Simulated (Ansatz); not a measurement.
Start from PdCl2 in the fluorite structure (space group Fm-3m, No. 225; ferromagnetic; a hypothetical phase, not in the database extracts checked; relaxed with 0.1 eV smearing).

```
CELL_PARAMETERS angstrom
      0.00000     3.08296     3.08296
      3.08296     0.00000     3.08296
      3.08296     3.08296     0.00000
ATOMIC_POSITIONS crystal
  Pd 0.00000 0.00000 0.00000
  Cl 0.25000 0.25000 0.25000
  Cl 0.75000 0.75000 0.75000
```

All numbers come from PBEsol (Ansatz, an electronic-structure program), no spin-orbit coupling.

For the base:

```
Property                    Result
-------------------  -------------
Pressure                   0.0 GPa
Magnetic state       ferromagnetic
Largest site moment        0.95 μB
```

Perturbation: every lattice vector is stretched by 1.12 %; the atoms relax in the strained cell.

### Question
How does this affect the energy relative to the base?

### Answer
The energy increases by 4.6 meV/atom.

### Question
Estimate the effect on the pressure.

### Answer
The pressure goes from zero to -2.2 GPa.

### Question
How does this affect the magnetic state?

### Answer
The magnetic state remains ferromagnetic.

### Question
What does the calculation give for the largest site moment after the change?

### Answer
The largest site moment is nearly the same (0.95 μB against 0.98 μB).

The magnetic state is the one reached from the starting moments; the real material's order can differ, and small cells can't hold many antiferromagnetic ones. Whether these cells are dynamically stable was not tested. No Hubbard U is applied, and correlation can decide whether such a compound is a metal.
